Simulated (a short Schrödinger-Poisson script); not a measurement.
# Symmetric double-gate stack, SiO2 on p-type Si(100)

System: symmetric double-gate stack, SiO2 on p-type Si(100), at 300 K.

| layer | material | thickness (nm) | Na (cm⁻³) |
|---|---|---|---|
| 1 | SiO2 | 1.4 | - |
| 2 | Si | 3 | 1e16 |
| 3 | SiO2 | 1.4 | - |

Constants are typed, rounded textbook-type inputs, not results; the design itself was drawn at random and stands for no fabricated device. SiO2: permittivity 3.9, conduction-band edge (eV) 3.15, gap (eV) 9, electron mass (mₑ) 0.5. Si: permittivity 11.7, conduction-band edge (eV) 0, gap (eV) 1.124, Nv at 300 K (cm⁻³) 3.1e19.

Channel valleys (confinement mass, in-plane density-of-states mass, number): Δ2 0.916, 0.19, 2; Δ4 0.19, 0.417, 4. At the gates, both at one voltage, the conduction-band edge of layer 1 lies 3.53 eV − eVg above the Fermi level of the channel. Gaps are held at their typed values at every temperature. Mesh 0.03 nm at interfaces.

From a short Schrödinger-Poisson script (our own, NumPy): 1D Poisson equation in equilibrium, electrons quantum, Hartree (BenDaniel-Duke, 12 states a valley, the channel's in-plane mass for all, wave functions ending at the dielectric), parabolic valleys, classical holes, full ionisation, no traps, pinning or gate leakage.

| Vg (V) | electrons (cm⁻²) | C (μF/cm²) | Δ2 E0 (meV) | Δ2 E1 (meV) | Δ4 E0 (meV) | Δ4 E1 (meV) |
|---|---|---|---|---|---|---|
| 0.1 | 1.40e7 | < 0.003 | 325.7 | 462.5 | 500.0 | 1159.3 |
| 0.15 | 9.67e7 | < 0.003 | 275.7 | 412.5 | 450.0 | 1109.4 |
| 0.2 | 6.69e8 | 0.00422 | 225.7 | 362.5 | 400.0 | 1059.4 |
| 0.25 | 4.60e9 | 0.0288 | 175.9 | 312.7 | 350.2 | 1009.5 |
| 0.3 | 3.05e10 | 0.183 | 126.9 | 263.6 | 301.2 | 960.5 |
| 0.35 | 1.68e11 | 0.827 | 82.3 | 218.8 | 256.6 | 915.7 |
| 0.4 | 5.86e11 | 1.86 | 48.7 | 184.6 | 223.0 | 881.5 |
| 0.45 | 1.29e12 | 2.57 | 26.2 | 161.1 | 200.5 | 858.0 |
| 0.5 | 2.15e12 | 2.94 | 10.1 | 143.7 | 184.4 | 840.6 |
| 0.55 | 3.10e12 | 3.15 | -2.6 | 129.7 | 171.8 | 826.6 |
| 0.6 | 4.11e12 | 3.28 | -13.3 | 117.6 | 161.1 | 814.5 |
| 0.65 | 5.15e12 | 3.37 | -22.7 | 106.7 | 151.7 | 803.7 |
| 0.7 | 6.21e12 | 3.43 | -31.3 | 96.7 | 143.2 | 793.7 |
| 0.75 | 7.28e12 | 3.48 | -39.3 | 87.2 | 135.2 | 784.3 |
| 0.8 | 8.37e12 | 3.52 | -46.8 | 78.3 | 127.8 | 775.4 |
| 0.85 | 9.48e12 | 3.55 | -53.9 | 69.7 | 120.7 | 766.9 |
| 0.9 | 1.06e13 | 3.59 | -60.7 | 61.5 | 114.1 | 758.8 |
| 0.95 | 1.17e13 | 3.62 | -67.1 | 53.7 | 107.7 | 751.0 |
| 1 | 1.28e13 | 3.65 | -73.3 | 46.2 | 101.7 | 743.6 |
| 1.05 | 1.40e13 | 3.68 | -79.1 | 39.0 | 96.0 | 736.6 |
| 1.1 | 1.51e13 | 3.72 | -84.6 | 32.2 | 90.7 | 729.8 |

Subbands count from the Fermi level. The capacitance is that of both gates.
